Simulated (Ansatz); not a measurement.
Ansatz (a quantum-chemistry and plane-wave program), DFT, PBE, plane waves, its default PAW files: Ru(0001) slab of 4 layers, 3x3, atoms displaced (Ru36), unrelaxed, 36 atoms. Basis and mesh were picked for this test and aren't claimed converged.

```
Property                                                 Result
-----------------------------  --------------------------------
cell                           8.12, 8.12, 20.42 Å; 90, 90, 60°
distance to the nearest atom                     2.57 to 2.67 Å
task                                               single point
k mesh                                                    4×4×1
hamiltonian.xc                                              pbe
kind of files                                               paw
scf.occupations.method                              fermi_dirac
scf.occupations.width                                    0.1 eV
output.forces                                              true
memory maximum (--max-ram)                               200GiB
accuracy                                       medium (default)
basis.precision                                  auto (default)
basis.xc_grid                                       2 (default)
scf.eigensolver.kind                             auto (default)
scf.convergence.dr2_threshold                   1e-07 (default)
scf.lower_state_search                          light (default)
k-points after symmetry                                      10
bands at the start                                          346
electrons                                                   576
plane waves at Γ                                          22791
cutoff (eV)                                                 420
FFT grid                                              60×60×144
symmetry operations                                           1
```

Machine A. It runs on a single node (AMD EPYC (Zen 5), 96 cores on 1 socket, no SMT, 12 L3 cache groups; 94 cores' worth of CPU time may be used).

Machine B. Machine: one whole node, Arm Neoverse V2, 96 cores on 1 socket, no SMT, 1 L3 cache group; 94 cores' worth of CPU time may be used.

Wall times, medians of two to five repeats, each run alone on the node (launch to exit). Processes are pinned to neighbouring cores unless said otherwise. The times hold for this build (release build for x86-64 with AVX-512, one process with threads). Scratch files lie in a memory file system. On B the build is release build for Arm (Neoverse V2), one process with threads.

All on 32 threads. On machine A:

| run | wall time on A |
|---|---|
| scf.mixing.algorithm = auto (default), scf.mixing.preconditioner = auto (default) | 8.9 s |
| scf.mixing.algorithm = broyden, scf.mixing.preconditioner = auto (default) | 9.2 s |
| scf.mixing.algorithm = anderson, scf.mixing.preconditioner = auto (default) | 9.2 s |
| scf.mixing.algorithm = auto (default), scf.mixing.preconditioner = kerker | 30 s |
| scf.mixing.algorithm = auto (default), scf.mixing.preconditioner = none | 20 s |
| scf.mixing.algorithm = msr1, scf.mixing.preconditioner = auto (default) | 9.0 s |

Problem. What do these runs take on the other node, and does the best choice change?

Solution. 
```
run                                                                                    A     B  B over A
---------------------------------------------------------------------------------  -----  ----  --------
scf.mixing.algorithm = auto (default), scf.mixing.preconditioner = auto (default)  8.9 s  20 s       2.3
scf.mixing.algorithm = broyden, scf.mixing.preconditioner = auto (default)         9.2 s  21 s       2.3
scf.mixing.algorithm = anderson, scf.mixing.preconditioner = auto (default)        9.2 s  21 s       2.3
scf.mixing.algorithm = auto (default), scf.mixing.preconditioner = kerker           30 s  69 s       2.3
scf.mixing.algorithm = auto (default), scf.mixing.preconditioner = none             20 s  47 s       2.3
scf.mixing.algorithm = msr1, scf.mixing.preconditioner = auto (default)            9.0 s  20 s       2.2
```

B takes 2.2 to 2.3 times the time of A. The shortest run is scf.mixing.algorithm = auto (default), scf.mixing.preconditioner = auto (default) on A and scf.mixing.algorithm = msr1, scf.mixing.preconditioner = auto (default) on B, though on at least one machine the two are level within 8 % or the scatter of repeats.

Keys are those of Ansatz 0.2.
